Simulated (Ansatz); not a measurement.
The starting structures come from a database of crystals and need not be the phases stable at ambient conditions.

## Evanescent states of Li2H6PtO6 (P-3, not sure to be the ambient phase, 15 atoms a cell, 7.3 Å³ an atom, -2 GPa at this level) along the normal of (111)

All values below come from r2SCAN (plane waves, PAW; Ansatz, a first-principles code).

No gap correction and no spin-orbit coupling; mid-gap values are interpolated between computed energies.

Energies count from the valence-band top; κ is the least over a 6×6 mesh across the current.

| E (eV) | κ (1/Å) | where |
|---|---|---|
| 0.07 | 0.205 | off Γ |
| 0.23 | 0.342 | off Γ |
| 0.38 | 0.422 | off Γ |
| 0.53 | 0.468 | Γ |
| 0.68 | 0.469 | Γ |
| 0.82 | 0.470 | Γ |
| 0.97 | 0.471 | Γ |
| 1.12 | 0.472 | Γ |
| 1.27 | 0.472 | Γ |
| 1.43 | 0.471 | Γ |
| 1.57 | 0.468 | off Γ |
| 1.73 | 0.451 | off Γ |
| 1.88 | 0.430 | Γ |
| 2.02 | 0.407 | Γ |
| 2.17 | 0.381 | Γ |
| 2.33 | 0.351 | Γ |
| 2.48 | 0.316 | Γ |
| 2.62 | 0.272 | Γ |
| 2.77 | 0.215 | Γ |
| 2.92 | 0.125 | Γ |

How thick must the barrier be to attenuate the transmission by 10^4 when the electrodes' Fermi level lies at 2.17 eV, and what attenuation does that film give at 0.38 eV?

d = 4 ln 10 / (2 × 0.381) = 12.1 Å. At 0.38 eV it gives 4 × 0.422/0.381 = 4.4 decades.
